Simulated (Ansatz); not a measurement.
Output of an Ansatz run (abridged):

```
WARN basis.ecutwfc = 500 eV, the default
WARN ansatz: RAYON_NUM_THREADS=1 ignored (pool sized by the plan → 1); use --threads N
Pseudopotentials: kind: paw
Pseudopotential: Au, paw, valence charge 19
Pseudopotential: Sb, paw, valence charge 15
Crystal: 12 atoms, lattice volume = 295.182 Å³
Basis set: ecut = 500 eV, 7497 PW (Γ), exchange–correlation on 200×200×200 points (64 copies of the dense FFT grid, shifted against one another)
Bands: 118, of which v1, the nominal top of the filled ones, is band 98 counted from 1 (97 counted from 0)
Symmetry: 24 space group operations
Space group: Pa-3 (ITA 205), of the structure as read, at distance tolerance 6.7e-5 Å
k-points: 4 of 27
PAW frozen core: Au, regenerated for the run's functional
PAW frozen core: Sb, regenerated for the run's functional
Initial density: superposition of atomic densities (neutral atoms: chi_scale 0, normalization atom), corrected by the library's trained network
Initial wavefunctions: pseudopotential atomic-orbital guess
Eigensolver: davidson
Functional: x = r2scan, c = r2scan; τ floored in thin density (d = 2e-4 eV/Å³)
SCF iter   1: F=—  HF=-104647.501595 eV  |F-HF|=—  |Δ(HF+E_count)|=         —  Δρ=7.60e-3  dr2=2.06e-1  dr2_τ=6.34e-2  ethr=1.77e-3  ⟨swp⟩=7.2  Hψ=1825  notcnv=0  defer=5
all-band conjugate gradients solve this SCF's bands
preconditioner: auto → Resta (q_TF=auto, 2.548 Å⁻¹)
SCF iter   2: F=—  HF=-104647.570667 eV  |F-HF|=—  |Δ(HF+E_count)|=   6.91e-2  S|Δr|=    0.00e0  Δρ=3.25e-3  dr2=1.77e-2  dr2_τ=6.89e-3  ethr=1.05e-4  ⟨swp⟩=2.0  Hψ=699  notcnv=0  defer=5
SCF iter   3: F=—  HF=-104647.576699 eV  |F-HF|=—  |Δ(HF+E_count)|=   6.03e-3  S|Δr|=    0.00e0  Δρ=1.69e-3  dr2=5.42e-3  dr2_τ=1.99e-4  ethr=9.01e-6  ⟨swp⟩=1.5  Hψ=437  notcnv=0  defer=5
SCF iter   4: F=—  HF=-104647.578685 eV  |F-HF|=—  |Δ(HF+E_count)|=   1.99e-3  S|Δr|=    0.00e0  Δρ=2.22e-4  dr2=1.60e-4  dr2_τ=5.21e-6  ethr=2.77e-6  ⟨swp⟩=2.0  Hψ=828  notcnv=0  defer=5
SCF iter   5: F=—  HF=-104647.578760 eV  |F-HF|=—  |Δ(HF+E_count)|=   7.52e-5  S|Δr|=    0.00e0  Δρ=5.97e-5  dr2=1.25e-5  dr2_τ=5.54e-7  ethr=8.14e-8  ⟨swp⟩=2.0  Hψ=604  notcnv=0  defer=5
SCF iter   6: F=—  HF=-104647.578227 eV  |F-HF|=—  |Δ(HF+E_count)|=   5.33e-4  S|Δr|=    0.00e0  Δρ=1.13e-5  dr2=3.85e-7  dr2_τ=1.89e-8  ethr=6.35e-9  ⟨swp⟩=2.0  Hψ=604  notcnv=0  defer=5
SCF iter   7: F=-104647.578227 eV  HF=-104647.578227 eV  |F-HF|=2.98e-8  |Δ(HF+E_count)|=   2.36e-8  S|Δr|=    0.00e0  Δρ=4.30e-6  dr2=6.29e-8  dr2_τ=3.65e-9  ethr=5.10e-11  ⟨swp⟩=12.2  Hψ=2435  notcnv=0
SCF 1 converged in 7 iterations: F = -104647.578227 eV  dr2 = 6.29e-8
SCF converged after 7 iterations
Stability not checked (fill_not_monotonic)
Free energy (F): -104647.578227 eV
Harris-Foulkes:  -104647.578227 eV  (|F-HF|=2.98e-8)
Internal energy: -104647.577194 eV  (E = F + TS)
E sigma→0 (E₀):  -104647.577883 eV
Entropy (-TS):   -0.001033 eV (-0.086 meV/atom)
Fermi energy:    13.168788 eV
--- Per-component energies (eV) ---
  E_band       = -2613.041509
  E_kinetic    = 4071.282653
  E_local      = -21462.437642  (includes V_loc(G=0)·N_el)
  E_nonlocal   = 3198.126715
  E_hartree    = 9524.128311
  E_xc         = -1896.175555
  E_vxc        = -2058.775809  (∫ρ·V_xc dr)
  E_paw        = -75736.152267  (= ΣΔE_a)
  E_vpaw       = -5550.387434  (= ΣTr[D̂ρ^β])
  E_aug_tail   = 0.002809  (compensation charges beyond the density's cutoff)
  E_vtau       = 140.864574  (kinetic-family band-sum trace: ∫τ·v_τ [+ j·A + Jᵃ·Aᵃ] dr)
  E_ewald      = -22349.695219
  E_core_change = 3.343001  (= ΣΔE_core)
  E_smearing   = -0.001033  (= −TS)
  E_closure    = 0.000000  (closes the sum)
  Σ components = -104647.578227   (vs F -104647.578227, Δ=0.00e0)
--- Forces (eV/Å), atoms counted from 1 ---
  atom   1  Au     0.00000000    -0.00000000     0.00000000
  atom   2  Au     0.00000000    -0.00000000    -0.00000000
  atom   3  Au     0.00000000    -0.00000000    -0.00000000
  atom   4  Au     0.00000000    -0.00000000     0.00000000
  atom   5  Sb     0.00641951     0.00641951     0.00641951
  atom   6  Sb    -0.00641951    -0.00641951     0.00641951
  atom   7  Sb     0.00641951    -0.00641951    -0.00641951
  atom   8  Sb    -0.00641951     0.00641951    -0.00641951
  atom   9  Sb    -0.00641951    -0.00641951    -0.00641951
  atom  10  Sb     0.00641951     0.00641951    -0.00641951
  atom  11  Sb    -0.00641951     0.00641951     0.00641951
  atom  12  Sb     0.00641951    -0.00641951     0.00641951
  max |Σ_I F_I| component: 3.30e-17 eV/Å
--- Stress (GPa, compression-positive) ---
        3.193163      -0.000000       0.000000
       -0.000000       3.193163       0.000000
        0.000000       0.000000       3.193163
  P = ⅓ Tr σ = 3.1932 GPa (31.932 kbar)
  The stress holds the Pulay correction. Without it, at fixed plane waves, as pw.x and ABINIT print it: P = 3.1685 GPa
--- Band table (eV) ---
  k-point 0: bands = ["-95.8302", "-95.8302", "-95.8302", "-95.8302", "-46.6645", "-46.6645", "-46.6645", "-46.6643", "-46.6643", "-46.6643", "-46.6643", "-46.6643", "-46.6089", "-46.6088", "-46.6088", "-46.6088", "-17.0549", "-17.0549", "-17.0549", [...]
  k-point 1: bands = ["-95.8302", "-95.8302", "-95.8302", "-95.8302", "-46.6645", "-46.6645", "-46.6645", "-46.6644", "-46.6644", "-46.6643", "-46.6643", "-46.6643", "-46.6089", "-46.6088", "-46.6088", "-46.6088", "-17.0546", "-17.0544", "-17.0526", [...]
  k-point 2: bands = ["-95.8302", "-95.8302", "-95.8302", "-95.8302", "-46.6645", "-46.6645", "-46.6644", "-46.6644", "-46.6644", "-46.6644", "-46.6643", "-46.6643", "-46.6089", "-46.6088", "-46.6088", "-46.6088", "-17.0536", "-17.0527", "-17.0526", [...]
  k-point 3: bands = ["-95.8302", "-95.8302", "-95.8302", "-95.8302", "-46.6645", "-46.6645", "-46.6645", "-46.6644", "-46.6644", "-46.6644", "-46.6643", "-46.6643", "-46.6089", "-46.6088", "-46.6088", "-46.6088", "-17.0521", "-17.0521", "-17.0521", [...]
```

The structure:

```
CELL_PARAMETERS angstrom
      6.65830     0.00000     0.00000
      0.00000     6.65830     0.00000
      0.00000     0.00000     6.65830
ATOMIC_POSITIONS crystal
  Au 0.00000 0.00000 0.00000
  Au 0.50000 0.00000 0.50000
  Au 0.50000 0.50000 0.00000
  Au 0.00000 0.50000 0.50000
  Sb 0.37600 0.37600 0.37600
  Sb 0.12400 0.62400 0.87600
  Sb 0.87600 0.12400 0.62400
  Sb 0.62400 0.87600 0.12400
  Sb 0.62400 0.62400 0.62400
  Sb 0.87600 0.37600 0.12400
  Sb 0.12400 0.87600 0.37600
  Sb 0.37600 0.12400 0.87600
```

Q: Write an input that gives this output.

A: Other spellings and defaults could give the same log, and not every line can be read from it. The input that was run (DFT, r2SCAN, plane waves, default PAW files made with PBE):

Ansatz 0.2 input:
```yaml
crystal:
  lattice:
    - [6.658300, 0.000000, 0.000000]
    - [0.000000, 6.658300, 0.000000]
    - [0.000000, 0.000000, 6.658300]
  atoms:
    - { symbol: Au, position: [0.000000, 0.000000, 0.000000] }
    - { symbol: Au, position: [0.500000, 0.000000, 0.500000] }
    - { symbol: Au, position: [0.500000, 0.500000, 0.000000] }
    - { symbol: Au, position: [0.000000, 0.500000, 0.500000] }
    - { symbol: Sb, position: [0.376000, 0.376000, 0.376000] }
    - { symbol: Sb, position: [0.124000, 0.624000, 0.876000] }
    - { symbol: Sb, position: [0.876000, 0.124000, 0.624000] }
    - { symbol: Sb, position: [0.624000, 0.876000, 0.124000] }
    - { symbol: Sb, position: [0.624000, 0.624000, 0.624000] }
    - { symbol: Sb, position: [0.876000, 0.376000, 0.124000] }
    - { symbol: Sb, position: [0.124000, 0.876000, 0.376000] }
    - { symbol: Sb, position: [0.376000, 0.124000, 0.876000] }
kpoints:
  mp_grid: { grid: [3, 3, 3] }
hamiltonian:
  xc: r2scan
  pseudopotentials: { kind: paw }
scf:
  occupations: { method: cold, width: 0.0147 Ry }
output:
  forces: true
  eigenvalues: true
  stress: true
```

The starting cell comes from a database of published, mostly measured structures (it also holds non-ambient and calculated ones), without a prior relaxation at this level. Spin-orbit coupling is off. With a pressure of about 3 GPa the cell is away from its equilibrium volume at this level. Ansatz's pressure includes its estimate of the finite-basis (Pulay) stress. The run gives no clean gap (levels at the Fermi energy touch, overlap or are partly filled at this smearing), which alone does not show that the compound is a metal.

Ansatz is a first-principles code.
